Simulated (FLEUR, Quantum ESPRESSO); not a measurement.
A FLEUR input for a self-consistent single point of MgTi₂ (P-62m, 6 atoms in the cell) (DFT, LDA (Perdew-Zunger), all-electron FLAPW (FLEUR), scalar-relativistic valence):

Input of the input generator:

```
MgTi2 crystal
&input film=f /
5.1438897608 0.0000000555 0.0000000000
-2.5719449285 4.4547391794 0.0000000000
0.0000000000 0.0000000000 4.8917900000
1.8897261246
1.0 1.0 1.0

6
12 0.6666666667 0.3333333333 0.0000000000
12 0.3333333333 0.6666666667 -0.0000000000
22 0.0000000000 0.3161300000 0.5000000000
22 0.3161300000 0.0000000000 0.5000000000
22 0.6838700000 0.6838700000 0.5000000000
22 0.0000000000 0.0000000000 -0.0000000000

&comp jspins=1 /
&exco xctyp='pz' /
&kpt div1=6 div2=6 div3=6 gamma=t /
&end /
```

```xml
<?xml version="1.0" encoding="UTF-8" standalone="no"?>
<fleurInput fleurInputVersion="0.39">
   <comment>
      MgTi2 crystal                                                                                       
   </comment>
   <calculationSetup>
      <cutoffs Kmax="4.1" Gmax="12.3" GmaxXC="12.3" numbands="0"/>
      <scfLoop itmax="80" minDistance="0.00001" maxIterBroyd="15" imix="Anderson" alpha="0.05" precondParam="0.0" spinf="2.0"/>
      <coreElectrons ctail="T" frcor="F" kcrel="0" coretail_lmax="0"/>
      <xcFunctional name="pz" relativisticCorrections="F"/>
      <magnetism jspins="1"/>
      <soc l_soc="F" theta="0.0" phi="0.0" spav="F"/>
      <expertModes spex="0" secvar="F"/>
      <geometryOptimization l_f="T" forcealpha="1.0" forcemix="BFGS" epsdisp="0.00001" epsforce="0.00001"/>
      <ldaU l_linMix="F" mixParam="0.05" spinf="1.0"/>
   </calculationSetup>
   <cell>
      <bzIntegration valenceElectrons="68.0" mode="gauss" fermiSmearingEnergy="0.00183747">
         <kPointListSelection listName="default-1"/>
         <!-- k-points included here -->
         <xi:include xmlns:xi="http://www.w3.org/2001/XInclude" href="kpts.xml"> </xi:include>
      </bzIntegration>
      <!-- symmetry operations included here -->
      <xi:include xmlns:xi="http://www.w3.org/2001/XInclude" href="sym.xml"> </xi:include>
      <bulkLattice scale="1.0">
         <bravaisMatrix>
            <row-1>    9.7205428630462034     0.0000001048797999     0.0000000000000000</row-1>
            <row-2>   -4.8602715224189286     8.4182370055913456     0.0000000000000000</row-2>
            <row-3>    0.0000000000000000     0.0000000000000000     9.2441433590570341</row-3>
         </bravaisMatrix>
      </bulkLattice>
   </cell>
   <atomSpecies>
      <species name="Magnesium (Mg)" element="Mg" atomicNumber="12">
         <mtSphere radius="2.68" gridPoints="925" logIncrement="0.013"/>
         <atomicCutoffs lmax="10" lnonsphr="8"/>
         <electronConfig flipSpins="F">
            <coreConfig>(1s1/2)</coreConfig>
            <valenceConfig>(2s1/2) (2p1/2) (2p3/2) (3s1/2)</valenceConfig>
         </electronConfig>
         <energyParameters s="3" p="3" d="3" f="4"/>
         <lo type="SCLO" l="0" n="2" eDeriv="0"/>
         <lo type="SCLO" l="1" n="2" eDeriv="0"/>
      </species>
      <species name="Titanium (Ti)" element="Ti" atomicNumber="22">
         <mtSphere radius="2.48" gridPoints="857" logIncrement="0.014"/>
         <atomicCutoffs lmax="10" lnonsphr="8"/>
         <electronConfig flipSpins="F">
            <coreConfig>(1s1/2) (2s1/2) (2p1/2) (2p3/2)</coreConfig>
            <valenceConfig>(3s1/2) (3p1/2) (3p3/2) (4s1/2) (3d3/2) (3d5/2)</valenceConfig>
            <stateOccupation state="(3d3/2)" spinUp="0.4" spinDown="0.4"/>
            <stateOccupation state="(3d5/2)" spinUp="0.6" spinDown="0.6"/>
         </electronConfig>
         <energyParameters s="4" p="4" d="3" f="4"/>
         <lo type="SCLO" l="0" n="3" eDeriv="0"/>
         <lo type="SCLO" l="1" n="3" eDeriv="0"/>
      </species>
   </atomSpecies>
   <atomGroups>
      <atomGroup species="Magnesium (Mg)">
         <relPos label="                   1">-1.000/3.000 1.000/3.000 .0000000000</relPos>
         <relPos label="                   2">1.000/3.000 -1.000/3.000 .0000000000</relPos>
         <force calculate="T" relaxXYZ="TTT"/>
      </atomGroup>
      <atomGroup species="Titanium (Ti)">
         <relPos label="                   3">.0000000000 .3161300000 1.000/2.000</relPos>
         <relPos label="                   4">.3161300000 .0000000000 1.000/2.000</relPos>
         <relPos label="                   5">-.3161300000 -.3161300000 1.000/2.000</relPos>
         <force calculate="T" relaxXYZ="TTT"/>
      </atomGroup>
      <atomGroup species="Titanium (Ti)">
         <relPos label="                   6">.0000000000 .0000000000 .0000000000</relPos>
         <force calculate="T" relaxXYZ="TTT"/>
      </atomGroup>
   </atomGroups>
   <output dos="F" band="F" slice="F">
      <checks vchk="F" cdinf="F"/>
      <bandDOS minEnergy="-.5*Htr" maxEnergy="0.5*Htr" sigma="0.015" storeEVData="T"/>
      <vacuumDOS vacdos="F" integ="F" star="F" nstars="0" locx1="0.0" locy1="0.0" locx2="0.0" locy2="0.0" nstm="0" tworkf="0.0"/>
      <unfoldingBand unfoldBand="F" supercellX="1" supercellY="1" supercellZ="1"/>
      <plotting iplot="0" polar="F">
         <plot TwoD="T" vec1="  1.0  0.0  0.0" vec2="  0.0  1.0  0.0" vec3="  0.0  0.0  1.0" zero="  0.0  0.0  0.0" file="plot"/>
      </plotting>
      <chargeDensitySlicing numkpt="0" minEigenval="0.0" maxEigenval="0.0" nnne="0" pallst="F"/>
      <specialOutput eonly="F"/>
      <magneticCircularDichroism mcd="F" energyLo="-10.0" energyUp="0.0"/>
   </output>
  <!-- We include the file relax.xml here to enable relaxations (see documentation) -->
  <xi:include xmlns:xi="http://www.w3.org/2001/XInclude" href="relax.xml"> <xi:fallback/> </xi:include>
</fleurInput>
```

### Question
Give the Quantum ESPRESSO input for the same structure, mesh, smearing and functional.

### Answer
This is the input that was run; spellings and numerical settings could be chosen otherwise.

```fortran
&control
 calculation = 'scf'
 prefix = 'scf'
 outdir = './work'
 pseudo_dir = './'
 tprnfor = .true.
 tstress = .true.
/
&system
 ibrav = 4
 celldm(1) = 9.720542863
 celldm(3) = 0.95099044254
 nat = 6
 ntyp = 2
 ecutwfc = 50
 ecutrho = 400
 occupations = 'smearing'
 smearing = 'gauss'
 degauss = 0.0036749
/
&electrons
 conv_thr = 1.0e-11
/
ATOMIC_SPECIES
Mg    24.3050  mg_lda_v1.4.uspp.F.UPF
Ti    47.8670  ti_lda_v1.4.uspp.F.UPF
ATOMIC_POSITIONS angstrom
Mg    2.571944880    1.484913069    0.000000000
Mg    0.000000000    2.969826138    0.000000000
Ti   -0.813068935    1.408276706    2.445895000
Ti    1.626137870    0.000000000    2.445895000
Ti    1.758875945    3.046462502    2.445895000
Ti    0.000000000    0.000000000    0.000000000
K_POINTS automatic
6 6 6  0 0 0
```

Basis, cutoffs, solver keys and any potentials are the target program's own. This input uses DFT, LDA (PZ), plane waves, GBRV 1.5 ultrasoft (LDA) pseudopotentials. LDA parametrisations can differ slightly between programs.

The starting cell comes from a database of computed structures (which also holds hypothetical and non-ambient phases and stackings), without a prior relaxation at this level.
